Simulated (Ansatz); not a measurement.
We consider AlB2-type TmB2, described by r²SCAN (Ansatz, a program for electronic structure, plane waves, PAW).

Numerical settings: plane-wave cutoff 500 eV, 18×18×10 k mesh (along the axes of the cell as run), Fermi–Dirac smearing 0.05 eV, spin-polarised start, scalar-relativistic PAW data made under PBE.

Computed at the level's own relaxed cell.

Q: Predict the equilibrium volume per atom, lattice parameter a and c axis length.

A: 
* **equilibrium volume per atom**: 11.51 Å³/atom
* **lattice parameter a**: 3.250 Å
* **c axis length**: 3.776 Å

Note: the magnetic order was assumed, not searched for or taken from measurement; the 4f shell is treated without U or exact exchange, so its levels and filling can be wrong.

Spin–orbit coupling is not included.
